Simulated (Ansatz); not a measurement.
System: single layer of As (symmetry P-3m1 as a slab, 2 atoms a cell), relaxed.

Input:

```
As
1.0
   -1.80374     3.12418     0.00000
   -3.60749     0.00000     0.00000
    0.00000     0.00000    21.28000
As
2
Direct
  0.00000   0.00000   0.53269
  0.33333   0.33333   0.46731
```

The image is the density of sample states between the Fermi level and the bias.

Mesh 18×18×1, no spin-orbit coupling, no spin polarisation; biases count from the run's Fermi level.

Task: Give the constant-current image of the upper face at a sample bias of -1.8 V from a Fermi level inside the gap (filled states down to 1.0 eV under the valence edge) over one cell, by PBE, Tersoff-Hamann images (Ansatz, a quantum-chemistry and plane-wave program). The set point is the mean density 3.5 Å over the top atom.

Result: Corrugation 0.26 Å, highest over As1 and the sites alike, lowest over As2 and the sites alike. Tip height over the top atom in Å, x and y in fractions of the first two vectors:

```
|@@@%#*+=-::-=+*#%@|
|@@@%%#+=-:::-=+#%%|
|%%%%##+=-::::-=+##|
|#####*+=-::.::-=+*|
|******+=-::..::-=+|
|=+++++==-::...::-=|
|--====---::....::-|
|::::::::::::::::::|
|:........:::::::::|
|:...   ...:-------|
|-:..    ..:-======|
|=-:.     .:-=+++++|
|*+=:.    .:=+**##*|
|#*+=:.   .:=+*##%#|
|%#*+=:....:=+*#%%%|
|@%#*+=:...:=+*#%@@|
|@@%#*+-:..:-+*#%@@|
|@@@%#*=-:::-=*#%@@|
```
Scale: ten equal steps from 3.38 (start of ' ') to 3.63 (end of '@'), in the order ' .:-=+*#%@'; x runs from 0.000 to 0.944, y from 0.000 (bottom) to 0.944 (top).
